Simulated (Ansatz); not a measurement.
Base system: MgO in the rock salt structure (space group Fm-3m, No. 225).

```
MgO
1.0
    0.00000     2.10705     2.10705
    2.10705     0.00000     2.10705
    2.10705     2.10705     0.00000
Mg O
1 1
Direct
  0.00000   0.00000   0.00000
  0.50000   0.50000   0.50000
```

Cartesian axes are those of the cell as printed.

Calculations: plane-wave PAW DFT at the PBEsol level (Ansatz, a quantum-chemistry and plane-wave program, 420 eV), without spin-orbit coupling.

Strains are applied to the cell and any free atomic positions relax; under biaxial strain the out-of-plane vector relaxes too.

One change was made to it. Results:

| quantity | base | after |
|---|---|---|
| band gap | 4.62 eV | 4.53 eV |
| energy relative to the base (free energy F) | 0 meV/atom | +0.4 meV/atom |
| shortest interatomic distance | 2.107 Å | 2.112 Å |

Problem. Which of these changes matches the shifts?
A. biaxial strain +0.42 %, plane normal [111], relaxed out of plane
B. biaxial strain +1.67 %, plane normal [111], relaxed out of plane
C. biaxial strain −1.67 %, plane normal [111], relaxed out of plane
D. biaxial strain +2.08 %, plane normal [111], relaxed out of plane

Solution. A, biaxial strain +0.42 %, plane normal [111], relaxed out of plane. For comparison, the band gap in the other runs: biaxial strain +2.08 %, plane normal [111], relaxed out of plane gives 4.16 eV; biaxial strain +1.67 %, plane normal [111], relaxed out of plane gives 4.25 eV; biaxial strain −1.67 %, plane normal [111], relaxed out of plane gives 4.82 eV.

Whether these cells are dynamically stable was not tested.
